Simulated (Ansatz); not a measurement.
# Ansatz run on CaGe2Pd2 (I4/mmm, 5 atoms in the cell): self-consistent single point

Computed with LDA (PW92), default PAW files made with PBE (plane waves; Ansatz, a first-principles code).

The input file:

Ansatz 0.2 input:
```yaml
# Ca(GePd)2
crystal:
  lattice:
    - [-2.143807, 2.143807, 5.030775]
    - [2.143807, -2.143807, 5.030775]
    - [2.143807, 2.143807, -5.030775]
  atoms:
    - { symbol: Ca, position: [0.000000, 0.000000, 0.000000] }
    - { symbol: Ge, position: [0.376210, 0.376210, 0.000000] }
    - { symbol: Ge, position: [0.623790, 0.623790, 0.000000] }
    - { symbol: Pd, position: [0.750000, 0.250000, 0.500000] }
    - { symbol: Pd, position: [0.250000, 0.750000, 0.500000] }
basis:
  ecutwfc: 420.0
kpoints:
  mp_grid: { grid: [9, 9, 9] }
hamiltonian:
  xc: lda
  pseudopotentials: { kind: paw }
scf:
  occupations: { method: gaussian, width: 0.1 }
output:
  forces: true
  eigenvalues: true
  stress: true
```

Log, with long lists cut:

```
WARN ansatz: RAYON_NUM_THREADS=1 ignored (pool sized by the plan → 1); use --threads N
Pseudopotentials: kind: paw
Pseudopotential: Ca, paw, valence charge 10
Pseudopotential: Ge, paw, valence charge 14
Pseudopotential: Pd, paw, valence charge 18
Crystal: 5 atoms, lattice volume = 92.484 Å³
Basis set: ecut = 420 eV, 1785 PW (Γ)
Bands: 45, of which v1, the nominal top of the filled ones, is band 37 counted from 1 (36 counted from 0)
Symmetry: 16 space group operations
Space group: I4/mmm (ITA 139), of the structure as read, at distance tolerance 4.5e-5 Å
k-points: 75 of 729
PAW frozen core: Ca, regenerated for the run's functional, and the local potential with it
PAW frozen core: Ge, regenerated for the run's functional, and the local potential with it
PAW frozen core: Pd, regenerated for the run's functional, and the local potential with it
Initial density: superposition of atomic densities (neutral atoms: chi_scale 0, normalization atom), corrected by the library's trained network
Initial wavefunctions: pseudopotential atomic-orbital guess
Eigensolver: davidson
Functional: x = slater, c = lda
SCF iter   1: F=—  HF=-23897.034774 eV  |F-HF|=—  |Δ(HF+E_count)|=         —  Δρ=8.25e-3  dr2=5.53e-2  ethr=1.77e-3  ⟨swp⟩=7.3  Hψ=13704  notcnv=0  defer=23
all-band conjugate gradients solve this SCF's bands
preconditioner: auto → Kerker (q_TF=auto, 2.629 Å⁻¹)
SCF iter   2: F=—  HF=-23897.024999 eV  |F-HF|=—  |Δ(HF+E_count)|=   9.78e-3  Δρ=3.78e-3  dr2=1.26e-2  ethr=7.47e-5  ⟨swp⟩=2.2  Hψ=6099  notcnv=0  defer=30
SCF iter   3: F=—  HF=-23897.022778 eV  |F-HF|=—  |Δ(HF+E_count)|=   2.22e-3  Δρ=8.69e-4  dr2=3.76e-4  ethr=1.70e-5  ⟨swp⟩=2.0  Hψ=4053  notcnv=0  defer=30
SCF iter   4: F=—  HF=-23897.022677 eV  |F-HF|=—  |Δ(HF+E_count)|=   1.01e-4  Δρ=3.25e-4  dr2=9.74e-5  ethr=5.08e-7  ⟨swp⟩=2.5  Hψ=5909  notcnv=0  defer=30
SCF iter   5: F=—  HF=-23897.022658 eV  |F-HF|=—  |Δ(HF+E_count)|=   1.92e-5  Δρ=9.12e-5  dr2=9.04e-6  ethr=1.32e-7  ⟨swp⟩=2.0  Hψ=5331  notcnv=0  defer=30
SCF iter   6: F=—  HF=-23897.022657 eV  |F-HF|=—  |Δ(HF+E_count)|=   8.60e-7  Δρ=3.70e-5  dr2=1.74e-6  ethr=1.22e-8  ⟨swp⟩=2.1  Hψ=4930  notcnv=0  defer=30
SCF iter   7: F=—  HF=-23897.022657 eV  |F-HF|=—  |Δ(HF+E_count)|=   3.43e-7  Δρ=1.16e-5  dr2=3.34e-7  ethr=2.35e-9  ⟨swp⟩=2.0  Hψ=5283  notcnv=0  defer=30
SCF iter   8: F=-23897.022656 eV  HF=-23897.022656 eV  |F-HF|=1.57e-8  |Δ(HF+E_count)|=   1.03e-7  Δρ=2.82e-6  dr2=1.85e-8  ethr=1.35e-10  ⟨swp⟩=8.3  Hψ=13492  notcnv=0
SCF 1 converged in 8 iterations: F = -23897.022656 eV  dr2 = 1.85e-8
SCF converged after 8 iterations
Free energy (F): -23897.022656 eV
Harris-Foulkes:  -23897.022656 eV  (|F-HF|=1.57e-8)
Internal energy: -23897.006818 eV  (E = F + TS)
E sigma→0 (E₀):  -23897.014737 eV
Entropy (-TS):   -0.015838 eV (-3.168 meV/atom)
Fermi energy:    13.071327 eV
--- Per-component energies (eV) ---
  E_band       = -799.264477
  E_kinetic    = 1532.504602
  E_local      = -10257.262930  (includes V_loc(G=0)·N_el)
  E_nonlocal   = 1355.164085
  E_hartree    = 4331.020793
  E_xc         = -623.767547
  E_vxc        = -726.612613  (∫ρ·V_xc dr)
  E_paw        = -11945.282954  (= ΣΔE_a)
  E_vpaw       = -1365.107894  (= ΣTr[D̂ρ^β])
  E_aug_tail   = 0.000914  (compensation charges beyond the density's cutoff)
  E_ewald      = -8294.845067
  E_core_change = 5.461286  (= ΣΔE_core)
  E_smearing   = -0.015838  (= −TS)
  E_closure    = 0.000000  (closes the sum)
  Σ components = -23897.022656   (vs F -23897.022656, Δ=0.00e0)
--- Forces (eV/Å), atoms counted from 1 ---
  atom   1  Ca     0.00000000     0.00000000     0.00000000
  atom   2  Ge     0.00000000    -0.00000000    -0.20001801
  atom   3  Ge     0.00000000     0.00000000     0.20001801
  atom   4  Pd     0.00000000     0.00000000     0.00000000
  atom   5  Pd     0.00000000     0.00000000     0.00000000
  max |Σ_I F_I| component: 4.86e-17 eV/Å
--- Stress (GPa, compression-positive) ---
       -4.228209      -0.000000       0.000000
       -0.000000      -4.228209       0.000000
        0.000000       0.000000      -3.365709
  P = ⅓ Tr σ = -3.9407 GPa (-39.407 kbar)
  The stress holds the Pulay correction. Without it, at fixed plane waves, as pw.x and ABINIT print it: P = -3.9678 GPa
--- Band table (eV; the first three rows and the last of 75) ---
  k-point 0: bands = ["-71.6250", "-71.6152", "-37.4708", "-37.4708", "-37.4085", "-37.3997", "-37.3997", "-37.3940", "-27.4432", "-11.5526", "-11.4788", "-11.4788", "-11.4203", "-11.4137", "-11.4063", "-11.4003", "-11.4003", "-11.3909", "-11.3482", [...]
  k-point 1: bands = ["-71.6244", "-71.6158", "-37.4718", "-37.4618", "-37.4090", "-37.4076", "-37.3989", "-37.3948", "-27.4428", "-11.5526", "-11.4794", "-11.4792", "-11.4201", "-11.4132", "-11.4064", "-11.4009", "-11.4004", "-11.3913", "-11.3479", [...]
  k-point 2: bands = ["-71.6229", "-71.6172", "-37.4743", "-37.4388", "-37.4326", "-37.4053", "-37.3971", "-37.3966", "-27.4418", "-11.5526", "-11.4814", "-11.4803", "-11.4197", "-11.4121", "-11.4062", "-11.4025", "-11.4008", "-11.3923", "-11.3472", [...]
  k-point 74: bands = ["-71.6247", "-71.6155", "-37.4688", "-37.4687", "-37.4081", "-37.4019", "-37.4018", "-37.3943", "-27.4427", "-11.5533", "-11.4808", "-11.4803", "-11.4238", "-11.4100", "-11.4015", "-11.3992", "-11.3988", "-11.3959", [...]
```

The run converged in 8 iterations.

The starting cell comes from a database of computed structures (which also holds hypothetical and non-ambient phases and stackings), without a prior relaxation at this level. Its lattice was rescaled by up to half a per cent. Spin polarisation is off. With a pressure of about -4 GPa the cell is away from its equilibrium volume at this level. Ansatz's pressure includes its estimate of the finite-basis (Pulay) stress.
